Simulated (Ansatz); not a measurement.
# A self-consistent single point of the (111) slab of LaPt2 (cut from a parent of space group no. 227; 12 atoms in the cell) with Ansatz

Method of the run: LDA (PW92), default PAW files made with PBE (plane waves; Ansatz, a program for electronic structure).

This input was run:

Ansatz 0.2 input:
```yaml
# LaPt2
crystal:
  lattice:
    - [5.504749, 0.000000, 0.000000]
    - [2.752374, 4.767252, 0.000000]
    - [0.000000, 0.000000, 21.303706]
  atoms:
    - { symbol: La, position: [0.065636, 0.065636, 0.460441] }
    - { symbol: La, position: [0.732303, 0.732303, 0.407699] }
    - { symbol: La, position: [0.398970, 0.398970, 0.671419] }
    - { symbol: La, position: [0.065636, 0.065636, 0.618676] }
    - { symbol: Pt, position: [0.398970, 0.398970, 0.434070] }
    - { symbol: Pt, position: [0.232303, 0.232303, 0.328581] }
    - { symbol: Pt, position: [0.232303, 0.732303, 0.328581] }
    - { symbol: Pt, position: [0.732303, 0.232303, 0.328581] }
    - { symbol: Pt, position: [0.732303, 0.732303, 0.645047] }
    - { symbol: Pt, position: [0.565636, 0.565636, 0.539559] }
    - { symbol: Pt, position: [0.565636, 0.065636, 0.539559] }
    - { symbol: Pt, position: [0.065636, 0.565636, 0.539559] }
basis:
  ecutwfc: 420.0 eV
kpoints:
  mp_grid: { grid: [4, 4, 1] }
hamiltonian:
  xc: lda
  pseudopotentials: { kind: paw }
scf:
  occupations: { method: fermi_dirac, width: 0.1 eV }
output:
  forces: true
  eigenvalues: true
  stress: true
```

The program printed (abridged):

```
WARN the atoms were moved onto the symmetric positions of the space group found under crystal.symmetry.tolerance 1.0e-5 (fractional …
WARN ansatz: RAYON_NUM_THREADS=1 ignored (pool sized by the plan → 1); use --threads N
Pseudopotentials: kind: paw
Pseudopotential: La, paw, valence charge 11
Pseudopotential: Pt, paw, valence charge 18
Crystal: 12 atoms, lattice volume = 559.063 Å³
Basis set: ecut = 420 eV, 10913 PW (Γ)
Bands: 113, of which v1, the nominal top of the filled ones, is band 94 counted from 1 (93 counted from 0)
Symmetry: 6 space group operations
Space group: P3m1 (ITA 156), of the structure as read, at distance tolerance 8.2e-5 Å
k-points: 4 of 16 (time reversal used)
PAW frozen core: La, regenerated for the run's functional, and the local potential with it
PAW frozen core: Pt, regenerated for the run's functional, and the local potential with it
Initial density: superposition of atomic densities (neutral atoms: chi_scale 0, normalization atom), corrected by the library's trained network
Initial wavefunctions: pseudopotential atomic-orbital guess
Eigensolver: davidson
Functional: x = slater, c = lda
SCF iter   1: F=—  HF=-122271.273604 eV  |F-HF|=—  |Δ(HF+E_count)|=         —  Δρ=9.59e-3  dr2=1.56e1  ethr=1.77e-3  ⟨swp⟩=10.5  Hψ=2191  notcnv=0
all-band conjugate gradients solve this SCF's bands
preconditioner: auto → LDOS
SCF iter   2: F=—  HF=-122270.862756 eV  |F-HF|=—  |Δ(HF+E_count)|=   4.11e-1  Δρ=5.70e-3  dr2=8.13e-1  ethr=1.77e-3  ⟨swp⟩=6.8  Hψ=722  notcnv=0
SCF iter   3: F=—  HF=-122270.846276 eV  |F-HF|=—  |Δ(HF+E_count)|=   1.65e-2  Δρ=3.62e-3  dr2=2.28e-1  ethr=4.32e-4  ⟨swp⟩=5.0  Hψ=713  notcnv=0  defer=2
SCF iter   4: F=—  HF=-122270.821290 eV  |F-HF|=—  |Δ(HF+E_count)|=   2.50e-2  Δρ=4.72e-4  dr2=2.59e-3  ethr=1.21e-4  ⟨swp⟩=4.0  Hψ=724  notcnv=0
SCF iter   5: F=—  HF=-122270.821318 eV  |F-HF|=—  |Δ(HF+E_count)|=   2.74e-5  Δρ=1.98e-4  dr2=4.07e-4  ethr=1.38e-6  ⟨swp⟩=3.0  Hψ=925  notcnv=0
SCF iter   6: F=—  HF=-122270.821277 eV  |F-HF|=—  |Δ(HF+E_count)|=   4.07e-5  Δρ=7.26e-5  dr2=3.61e-5  ethr=2.17e-7  ⟨swp⟩=2.8  Hψ=818  notcnv=0
SCF iter   7: F=—  HF=-122270.822051 eV  |F-HF|=—  |Δ(HF+E_count)|=   7.74e-4  Δρ=2.71e-5  dr2=5.78e-6  ethr=1.92e-8  ⟨swp⟩=2.8  Hψ=831  notcnv=0
SCF iter   8: F=—  HF=-122270.822053 eV  |F-HF|=—  |Δ(HF+E_count)|=   2.22e-6  Δρ=1.07e-5  dr2=1.05e-6  ethr=3.08e-9  ⟨swp⟩=2.8  Hψ=660  notcnv=0
SCF iter   9: F=—  HF=-122270.822053 eV  |F-HF|=—  |Δ(HF+E_count)|=   3.37e-7  Δρ=3.74e-6  dr2=1.84e-7  ethr=5.61e-10  ⟨swp⟩=2.5  Hψ=854  notcnv=0
SCF iter  10: F=-122270.822053 eV  HF=-122270.822053 eV  |F-HF|=4.92e-9  |Δ(HF+E_count)|=   1.30e-8  Δρ=1.22e-6  dr2=1.78e-8  ethr=5.32e-11  ⟨swp⟩=18.0  Hψ=2434  notcnv=0
SCF 1 converged in 10 iterations: F = -122270.822053 eV  dr2 = 1.78e-8
SCF converged after 10 iterations
Free energy (F): -122270.822053 eV
Harris-Foulkes:  -122270.822053 eV  (|F-HF|=4.92e-9)
Internal energy: -122270.584775 eV  (E = F + TS)
E sigma→0 (E₀):  -122270.703414 eV
Entropy (-TS):   -0.237279 eV (-19.773 meV/atom)
Fermi energy:    5.454973 eV
--- Per-component energies (eV) ---
  E_band       = -4013.002083
  E_kinetic    = 5873.586443
  E_local      = -165918.622354  (includes V_loc(G=0)·N_el)
  E_nonlocal   = 2055.259089
  E_hartree    = 79811.261612
  E_xc         = -2633.559839
  E_vxc        = -3007.646080  (∫ρ·V_xc dr)
  E_paw        = -94402.099191  (= ΣΔE_a)
  E_vpaw       = -2638.072695  (= ΣTr[D̂ρ^β])
  E_aug_tail   = 0.001341  (compensation charges beyond the density's cutoff)
  E_ewald      = 52938.586304
  E_core_change = 5.001821  (= ΣΔE_core)
  E_smearing   = -0.237279  (= −TS)
  E_closure    = 0.000000  (closes the sum)
  Σ components = -122270.822053   (vs F -122270.822053, Δ=0.00e0)
--- Forces (eV/Å), atoms counted from 1 ---
  atom   1  La    -0.00000000    -0.00000000    -0.75654173
  atom   2  La    -0.00000000    -0.00000000    -2.26912537
  atom   3  La     0.00000000     0.00000000    -0.49961126
  atom   4  La    -0.00000000    -0.00000000    -0.38903856
  atom   5  Pt    -0.00000000    -0.00000000    -0.75074977
  atom   6  Pt    -0.21930373    -0.12661508     1.45827323
  atom   7  Pt    -0.00000001     0.25323014     1.45827323
  atom   8  Pt     0.21930374    -0.12661506     1.45827323
  atom   9  Pt     0.00000000    -0.00000000    -0.24107635
  atom  10  Pt    -0.26387142    -0.15234625     0.17702257
  atom  11  Pt    -0.00000002     0.30469248     0.17702257
  atom  12  Pt     0.26387144    -0.15234623     0.17702257
  max |Σ_I F_I| component: 2.56e-4 eV/Å
--- Stress (GPa, compression-positive) ---
       -4.991926       0.000000      -0.000000
        0.000000      -4.991926      -0.000000
       -0.000000      -0.000000      -3.719931
  P = ⅓ Tr σ = -4.5679 GPa (-45.679 kbar)
  The stress holds the Pulay correction. Without it, at fixed plane waves, as pw.x and ABINIT print it: P = -4.5785 GPa
--- Band table (eV) ---
  k-point 0: bands = ["-93.3392", "-93.3204", "-93.3204", "-93.2427", "-92.8150", "-92.3882", "-92.3696", "-92.3696", "-47.7230", "-47.5200", "-47.5200", "-47.4933", "-47.4178", "-47.4178", "-47.3673", "-47.3187", "-47.3150", "-47.3150", "-47.3010", [...]
  k-point 1: bands = ["-93.3368", "-93.3228", "-93.3204", "-93.2427", "-92.8150", "-92.3858", "-92.3720", "-92.3696", "-47.6866", "-47.5236", "-47.4943", "-47.4839", "-47.4280", "-47.4170", "-47.3616", "-47.3523", "-47.3447", "-47.3163", "-47.3031", [...]
  k-point 2: bands = ["-93.3330", "-93.3267", "-93.3204", "-93.2427", "-92.8150", "-92.3820", "-92.3758", "-92.3696", "-47.6380", "-47.5318", "-47.4678", "-47.4539", "-47.4273", "-47.4175", "-47.4060", "-47.3967", "-47.3532", "-47.3163", "-47.3049", [...]
  k-point 3: bands = ["-93.3330", "-93.3267", "-93.3204", "-93.2427", "-92.8150", "-92.3820", "-92.3758", "-92.3696", "-47.6312", "-47.5453", "-47.4729", "-47.4499", "-47.4396", "-47.4149", "-47.4054", "-47.3557", "-47.3481", "-47.3456", "-47.3047", [...]
```

The run converged in 10 iterations.

The starting cell comes from a database of computed structures (which also holds hypothetical and non-ambient phases and stackings), without a prior relaxation at this level. The slab is cut from that crystal, and its faces are unrelaxed. Its lattice was rescaled by up to half a per cent. Spin-orbit coupling is off. Spin polarisation is off. The two faces of this cut differ, and no dipole correction was used. Forces in this geometry exceed 1 eV/Å.

Cost on one core of a shared machine: roughly 30 s.
